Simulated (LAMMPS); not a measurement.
Consider C (diamond structure), 512 atoms, at 2400 K and 5 GPa, heated as the crystal in molecular dynamics.

Computed with classical MD, pair style lcbop, file C.lcbop; code LAMMPS.

| r (Å) | g(r) |
|---|---|
| 1.220 | 0.000 |
| 1.260 | 0.010 |
| 1.300 | 0.041 |
| 1.340 | 0.168 |
| 1.380 | 0.537 |
| 1.420 | 1.21 |
| 1.460 | 2.12 |
| 1.500 | 3.08 |
| 1.540 | 3.23 |
| 1.580 | 2.97 |
| 1.620 | 2.21 |
| 1.660 | 1.50 |
| 1.700 | 0.957 |
| 1.740 | 0.607 |
| 1.780 | 0.300 |
| 1.820 | 0.143 |
| 1.860 | 0.073 |
| 1.900 | 0.036 |
| 1.940 | 0.011 |
| 1.980 | 0.001 |
| 2.020 | 0.000 |
| 2.060 | 0.000 |
| 2.100 | 0.000 |
| 2.140 | 0.001 |
| 2.180 | 0.006 |
| 2.220 | 0.025 |
| 2.260 | 0.093 |
| 2.300 | 0.225 |
| 2.340 | 0.535 |
| 2.380 | 1.02 |
| 2.420 | 1.65 |
| 2.460 | 2.38 |
| 2.500 | 2.90 |
| 2.540 | 3.11 |
| 2.580 | 2.88 |
| 2.620 | 2.47 |
| 2.660 | 1.84 |
| 2.700 | 1.28 |
| 2.740 | 0.900 |
| 2.780 | 0.800 |
| 2.820 | 0.947 |
| 2.860 | 1.28 |
| 2.900 | 1.65 |
| 2.940 | 1.96 |
| 2.980 | 2.12 |
| 3.020 | 2.06 |
| 3.060 | 1.75 |
| 3.100 | 1.33 |
| 3.140 | 0.947 |
| 3.180 | 0.537 |
| 3.220 | 0.306 |
| 3.260 | 0.159 |
| 3.300 | 0.093 |
| 3.340 | 0.090 |
| 3.380 | 0.127 |
| 3.420 | 0.239 |
| 3.460 | 0.341 |
| 3.500 | 0.486 |
| 3.540 | 0.638 |
| 3.580 | 0.709 |
| 3.620 | 0.742 |
| 3.660 | 0.731 |
| 3.700 | 0.698 |
| 3.740 | 0.711 |
| 3.780 | 0.813 |
| 3.820 | 0.958 |
| 3.860 | 1.14 |
| 3.900 | 1.23 |
| 3.940 | 1.24 |
| 3.980 | 1.13 |
| 4.020 | 0.888 |
| 4.060 | 0.666 |
| 4.100 | 0.486 |
| 4.140 | 0.384 |
| 4.180 | 0.405 |
| 4.220 | 0.573 |
| 4.260 | 0.840 |
| 4.300 | 1.24 |
| 4.340 | 1.60 |
| 4.380 | 1.87 |
| 4.420 | 2.00 |
| 4.460 | 1.96 |
| 4.500 | 1.85 |
| 4.540 | 1.69 |
| 4.580 | 1.55 |
| 4.620 | 1.41 |
| 4.660 | 1.33 |
| 4.700 | 1.23 |
| 4.740 | 1.06 |
| 4.780 | 0.867 |
| 4.820 | 0.648 |
| 4.860 | 0.497 |
| 4.900 | 0.425 |
| 4.940 | 0.421 |
| 4.980 | 0.519 |
| 5.020 | 0.642 |
| 5.060 | 0.799 |
| 5.100 | 0.914 |
| 5.140 | 1.04 |
| 5.180 | 1.15 |
| 5.220 | 1.26 |

Read from the full data:
- state found: crystal; no diffusion seen in 21 ps
- first peak of g(r): 1.54 Å, height 3.2
- coordination number: 4.00 (counted to 2.06 Å)

Caution: in nature this polymorph isn't the stable one over the whole range of temperature at this pressure, and short runs keep a crystal in its starting form. Caution: a run this short can hold a crystal over, or a liquid under, the potential's own melting point, which these runs don't give.
